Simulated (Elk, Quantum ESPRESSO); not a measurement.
A Quantum ESPRESSO input for a self-consistent single point of MnSiNi (P6_3/mmc, 6 atoms in the cell) (DFT, LDA (PW92), plane waves, PseudoDojo standard norm-conserving (LDA) pseudopotentials):

```fortran
&CONTROL
   calculation = 'scf'
   prefix = 'pwscf'
   outdir = './out'
   pseudo_dir = './'
   verbosity = 'high'
   tprnfor = .true.
   tstress = .true.
/
&SYSTEM
   ibrav = 0
   nat = 6
   ntyp = 3
   ecutwfc = 100
   occupations = 'smearing'
   smearing = 'gauss'
   degauss = 0.0099958
   nspin = 2
   starting_magnetization(1) = 0.267
/
&ELECTRONS
   conv_thr = 1.0d-9
   mixing_beta = 0.5
/
ATOMIC_SPECIES
Mn    54.9380  Mn.upf
Si    28.0850  Si.upf
Ni    58.6934  Ni.upf
ATOMIC_POSITIONS {angstrom}
Mn    1.9876409425    1.1475650332    3.5605020000
Mn    0.0000000000    2.2951300664    1.1868340000
Si    0.0000000000    2.2951300664    3.5605020000
Si    1.9876409425    1.1475650332    1.1868340000
Ni    0.0000000000    0.0000000000    2.3736680000
Ni    0.0000000000    0.0000000000    0.0000000000
K_POINTS {automatic}
6 6 5  0 0 0
CELL_PARAMETERS {bohr}
   7.5121940308     0.0000000000     0.0000000000
  -3.7560970154     6.5057508688     0.0000000000
   0.0000000000     0.0000000000     8.9711648616
```

Question: Give the Elk input for the same structure, mesh, smearing and functional.

Answer: One input that does it (others would too):

```
tasks
  0

xctype
  3

spinpol
  .true.

reducebf
  0.5

rgkmax
  8.0

gmaxvr
  14.0

nxlo
  2

lorbcnd
  .true.

rmtscf
  0.89

lmaxi
  3

stype
  0

swidth
  0.00499791

avec
    7.5121940308    0.0000000504    0.0000000000
   -3.7560970591    6.5057508436    0.0000000000
    0.0000000000    0.0000000000    8.9711648616

atoms
  3   : nspecies
  'Mn.in'   : spfname
  2   : natoms; atposl, bfcmt below
  0.6666666667  0.3333333333  0.7500000000    0.0 0.0 -2.0
  0.3333333333  0.6666666667  0.2500000000    0.0 0.0 -2.0
  'Si.in'   : spfname
  2   : natoms; atposl, bfcmt below
  0.3333333333  0.6666666667  0.7500000000    0.0 0.0 0.0
  0.6666666667  0.3333333333  0.2500000000    0.0 0.0 0.0
  'Ni.in'   : spfname
  2   : natoms; atposl, bfcmt below
  0.0000000000  0.0000000000  0.5000000000    0.0 0.0 0.0
  0.0000000000  0.0000000000  0.0000000000    0.0 0.0 0.0

ngridk
  6 6 5
```

Basis, cutoffs, solver keys and any potentials are the target program's own. This input uses DFT, LDA (PW92), all-electron FP-LAPW, Elk's shipped species files, APW+lo basis with extra local orbitals. LDA parametrisations can differ slightly between programs. Both were run: size of the net moment 0.47 μB/atom in Quantum ESPRESSO and 0.41 in Elk.

On Elk: the starting cell comes from a database of computed structures (which also holds hypothetical and non-ambient phases and stackings), without a prior relaxation at this level. For this run, on top of that: lattice scaled by 0.98. The magnetic order is the one reached from the typed start; others were not searched systematically. Values depend on the basis (sphere radii, cutoffs, local orbitals), which need not be converged.

On Quantum ESPRESSO: the starting cell comes from a database of computed structures (which also holds hypothetical and non-ambient phases and stackings), without a prior relaxation at this level. For this run, on top of that: lattice scaled by 0.98. The magnetic order is the one reached from the typed start; others were not searched systematically. With a pressure of about -5 GPa the cell is away from its equilibrium volume at this level.
